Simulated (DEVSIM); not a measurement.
Device: illuminated In0.53Ga0.47As p-on-n cell, one wavelength, at 350 K.

| layer (left to right) | material | thickness (μm) | Nd (cm⁻³) | Na (cm⁻³) | τn (s) | τp (s) | absorption coefficient (cm⁻¹) |
|---|---|---|---|---|---|---|---|
| 1 | In0.53Ga0.47As | 0.270 | - | 7.3e17 | 7.5e-9 | 2.1e-9 | 48000 |
| 2 | In0.53Ga0.47As | 3.90 | 2.9e15 | - | 5e-8 | 5e-8 | 48000 |

Left contact: ohmic, minority electron recombination velocity 1000 cm/s. Right contact: ohmic, minority hole recombination velocity 20 cm/s. Voltage is applied to the left contact. Recombination: SRH at mid-gap, radiative, Auger. Light enters at the left, 1.7e18 photons cm⁻² s⁻¹, one pass, no reflection. Mobility is μmin + (μ − μmin)/(1 + (N/Nref)^α).

The device is made up for the run: typed textbook-type constants, with dimensions and the other settings drawn at random. Values at 300 K; Nc and Nv go as T^1.5, mobilities as T to minus their exponent, the gap by Varshni's rule with the affinity fixed.

| parameter | In0.53Ga0.47As |
|---|---|
| gap (eV) | 0.74 |
| affinity (eV) | 4.51 |
| permittivity | 13.9 |
| Nc (cm⁻³) | 2.1e17 |
| Nv (cm⁻³) | 7.7e18 |
| μn (cm²/Vs) | 12000 |
| μp (cm²/Vs) | 300 |
| μn,min | 300 |
| μp,min | 10 |
| Nref,n | 1.3e17 |
| Nref,p | 4.9e17 |
| αn | 0.48 |
| αp | 0.4 |
| T exponent of μn | 1.6 |
| T exponent of μp | 1.6 |
| B (cm³/s) | 9.6e-11 |
| Cn (cm⁶/s) | 5e-29 |
| Cp (cm⁶/s) | 5e-29 |
| Varshni α (eV/K) | 0.00035 |
| Varshni β (K) | 190 |

Simulated with DEVSIM: 1D drift-diffusion, Boltzmann statistics, complete ionisation; no tunnelling, impact ionisation, image-force lowering or self-heating.

Base results: largest power (mW/cm²) 48.0; dark forward voltage at 1 A/cm² (V) 0.325; open-circuit voltage (V) 0.273; dark forward voltage at 100 A/cm² (V) 0.545.

### Question
What follows from this one change: thickness of layer 2 3.9 → 2.3 μm?

### Answer
largest power 48.0 → 51.2 mW/cm²; dark forward voltage at 1 A/cm² 0.325 → 0.346 V; open-circuit voltage 0.273 → 0.289 V; dark forward voltage at 100 A/cm² 0.545 → 0.558 V.

### Question
What follows from this one change: minority lifetime in layer 2 5e-08 → 1.5e-07 s?

### Answer
largest power 48.0 → 55.4 mW/cm²; dark forward voltage at 1 A/cm² 0.325 → 0.359 V; open-circuit voltage 0.273 → 0.305 V; dark forward voltage at 100 A/cm² 0.545 → 0.554 V.
